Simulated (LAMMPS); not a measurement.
System: Al (fcc), 864 atoms, at 700 K and 0 GPa, heated as the crystal.

Computed with classical MD, pair style meam, file MoCoNiVFeAlCr_2nn.meam, run in LAMMPS.

```csv
angle (°),"probability per degree, Al-Al-Al"
43.50,0.0000
46.50,0.0003
49.50,0.0023
52.50,0.0092
55.50,0.0214
58.50,0.0298
61.50,0.0275
64.50,0.0176
67.50,0.0085
70.50,0.0032
73.50,0.0011
76.50,0.0010
79.50,0.0025
82.50,0.0057
85.50,0.0095
88.50,0.0125
91.50,0.0120
94.50,0.0088
97.50,0.0052
100.5,0.0026
103.5,0.0017
106.5,0.0029
109.5,0.0066
112.5,0.0125
115.5,0.0185
118.5,0.0224
121.5,0.0211
124.5,0.0166
127.5,0.0104
130.5,0.0054
133.5,0.0024
136.5,0.0010
139.5,0.0004
142.5,0.0001
145.5,0.0001
148.5,0.0000
151.5,0.0000
154.5,0.0001
157.5,0.0002
160.5,0.0008
163.5,0.0019
166.5,0.0039
169.5,0.0062
172.5,0.0077
175.5,0.0067
178.5,0.0027
```

Main features:
- state found: crystal; no diffusion seen in 30 ps
- most common Al-Al-Al angle: in the 3° bin centred on 58.5° (mean of all 97°)
